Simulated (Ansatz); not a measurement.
Start from KF in the rock salt structure (space group Fm-3m, No. 225; a = 5.307 Å). Axes: x, y, z lie along the cube axes.

Calculations: PBEsol/PAW in Ansatz (an electronic-structure program), no spin-orbit coupling.

Strains are applied to the cell and any free atomic positions relax; under biaxial strain the out-of-plane vector relaxes too.

One change was made to it. Results:

The electron mass changes from 0.54 mₑ (at Γ) to 0.53 mₑ (at Γ); the energy increases by 1.8 meV/atom; the band gap goes up by 0.08 eV (6.15 eV → 6.23 eV).

Problem. Name the change that was made.
A. biaxial strain +1.25 %, plane normal [111], relaxed out of plane
B. biaxial strain −1.67 %, plane normal [111], relaxed out of plane
C. biaxial strain −0.83 %, plane normal [111], relaxed out of plane
D. biaxial strain +1.67 %, plane normal [111], relaxed out of plane

Solution. B, biaxial strain −1.67 %, plane normal [111], relaxed out of plane. For comparison, the electron mass in the other runs: biaxial strain −0.83 %, plane normal [111], relaxed out of plane gives 0.54 mₑ (at Γ); biaxial strain +1.67 %, plane normal [111], relaxed out of plane gives 0.54 mₑ (at Γ); biaxial strain +1.25 %, plane normal [111], relaxed out of plane gives 0.54 mₑ (at Γ).

Effective masses come from finite differences of ±0.01 Å⁻¹. Stability against distortions was not tested.
